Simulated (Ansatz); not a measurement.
## Response to strain in La2O3

Start from La$_{2}$O$_{3}$ (space group P-3m1, No. 164; a = 3.9061 Å, c = 6.0400 Å). Axes: x lies along a and z along c of the hexagonal cell.

Strains are applied to the cell and any free atomic positions relax; under biaxial strain the out-of-plane vector relaxes too; under stress the whole cell relaxes.

Computed with PBEsol in Ansatz (plane waves to 420 eV, PAW, without spin-orbit coupling).

Notes on the quantities. energy relative to the base: free energy F.

```csv
change,band gap,energy relative to the base,volume per atom,gap character
base,3.77 eV,0 meV/atom,15.96 Å³,"indirect, L → K"
"biaxial strain −2.31 %, plane normal [001], relaxed out of plane",3.69 eV,–,15.68 Å³,"indirect, K → M"
isotropic strain −5.33 %,3.57 eV,+200 meV/atom,13.54 Å³,"indirect, K → M"
isotropic strain −4.99 %,?,?,13.69 Å³,"indirect, K → M"
uniaxial strain ε_yy = +1.61 %,3.71 eV,+2.7 meV/atom,16.22 Å³,"indirect, M₂ → C"
"uniaxial stress, 2 GPa tension along x",3.70 eV,+2.2 meV/atom,16.03 Å³,"indirect, k = (0.300, 0.200, -1/2) in the run's primitive reciprocal basis → Γ–C (93 % along)"
"uniaxial stress, 0.5 GPa tension along z",3.79 eV,+0.1 meV/atom,16.01 Å³,–
```

**Question.** Some entries are withheld; estimate them.

**Answer.** 
- isotropic strain −4.99 %, band gap: 3.60 eV
- isotropic strain −4.99 %, energy relative to the base: +173 meV/atom

Beyond what the load breaks, stability against distortions was not tested. Labels are those of the standard path for the cell's own space group.

Ansatz is a quantum-chemistry and plane-wave program.
